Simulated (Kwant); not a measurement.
System: In0.53Ga0.47As/In0.52Al0.48As stack with 1 barrier. One parabolic valley. Leads of mass 0.041 mₑ with the band edge at 0; grid 0.1 nm; bias 0 V, dropping linearly over the stack.

| layer | thickness (nm) | band offset (eV) | mass (mₑ) |
|---|---|---|---|
| 1 | 3.2 | 0.52 | 0.075 |

Constants are typed, rounded textbook-type inputs, not results; the design itself was drawn at random and stands for no fabricated device.

Model: one-band effective-mass tight-binding model in one dimension, coherent, no space charge (Kwant).

Task: Work out the transmission below the barrier top from T = 1/(1 + ((ζ + 1/ζ)/2)² sinh²(κa)), ζ = (k/m_lead)/(κ/m_barrier).

Result: E = 0.0518 eV: k = 0.2361 nm⁻¹, κ = 0.9600 nm⁻¹, ζ = 0.4499, T = 0.00480. The simulation gives 0.00482, the same within the digits that matter. E = 0.1502 eV: k = 0.4020 nm⁻¹, κ = 0.8532 nm⁻¹, ζ = 0.8620, T = 0.0165. The simulation gives 0.0165, the same within the digits that matter. E = 0.2289 eV: k = 0.4963 nm⁻¹, κ = 0.7570 nm⁻¹, ζ = 1.199, T = 0.0300. The simulation gives 0.0300, the same within the digits that matter. What differs comes from the grid.
